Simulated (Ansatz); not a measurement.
Input:

```
CELL_PARAMETERS angstrom
      2.64240     0.00000     0.00000
      0.00000     2.64240     0.00000
      0.00000     0.00000     3.78344
ATOMIC_POSITIONS crystal
  Ti 0.50000 0.50000 0.50000
  Al 0.00000 0.00000 0.00000
```

Level of theory: PBEsol, DFPT electron-phonon coupling, linearised Boltzmann equation (plane waves, PAW, scalar-relativistic; Ansatz, a program for electronic structure). Condition of this run: hydrostatic pressure 30 GPa (the target of the relaxation). How the cell was made: relaxed with this functional, without spin-orbit coupling, then loaded as said.

Question: Estimate the phonon-limited resistivity at 600 K, by direction if it differs.

Answer: 26 (x), 26 (y), 46 (z) μΩ·cm.

Question: And the electrons' mean free path at that temperature?

Answer: 2.9 (x), 2.9 (y), 2.7 (z) nm, weighted by the current that each state carries. Wires not much wider than this gain resistivity from their walls.

A metal at this level (no band gap). Only scattering by harmonic phonons is included (no impurities, grain boundaries, electron-electron scattering or thermal expansion). Spin-orbit coupling is left out. Halving the electron mesh (32x32x24) moves the resistivity by up to 15 % at 600 K, the mean free path by up to 7 %. Smearing 0.20 eV; phonons on a 5x5x4 q mesh, which this run doesn't test.
